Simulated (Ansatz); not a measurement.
TiC in the rock salt structure, quasi-harmonic lattice dynamics with LDA in Ansatz (a quantum-chemistry and plane-wave program). 

```json
[
 {"T (K)": "50", "α_L (10⁻⁶/K)": "0.1", "C_P (J/mol/K)": "0.9", "bulk modulus B_T (GPa)": "276", "γ": "1.46"},
 {"T (K)": "250", "α_L (10⁻⁶/K)": "4.7", "C_P (J/mol/K)": "?", "bulk modulus B_T (GPa)": "273", "γ": "1.56"},
 {"T (K)": "400", "α_L (10⁻⁶/K)": "6.5", "C_P (J/mol/K)": "40.2", "bulk modulus B_T (GPa)": "269", "γ": "1.55"},
 {"T (K)": "450", "α_L (10⁻⁶/K)": "6.8", "C_P (J/mol/K)": "42.2", "bulk modulus B_T (GPa)": "267", "γ": "1.54"},
 {"T (K)": "550", "α_L (10⁻⁶/K)": "7.3", "C_P (J/mol/K)": "?", "bulk modulus B_T (GPa)": "264", "γ": "1.54"},
 {"T (K)": "600", "α_L (10⁻⁶/K)": "7.5", "C_P (J/mol/K)": "46.2", "bulk modulus B_T (GPa)": "263", "γ": "1.54"},
 {"T (K)": "850", "α_L (10⁻⁶/K)": "8.2", "C_P (J/mol/K)": "49.5", "bulk modulus B_T (GPa)": "255", "γ": "1.55"},
 {"T (K)": "1000", "α_L (10⁻⁶/K)": "8.5", "C_P (J/mol/K)": "50.7", "bulk modulus B_T (GPa)": "250", "γ": "1.56"}
]
```

### Question
Fill in the missing entries.

### Answer

- 250, C_P (J/mol/K): 29.4
- 550, C_P (J/mol/K): 45.1

No phase change or melting is allowed for: the numbers belong to this structure as given.

The PAW data sets were generated under PBE and serve the other functionals too.
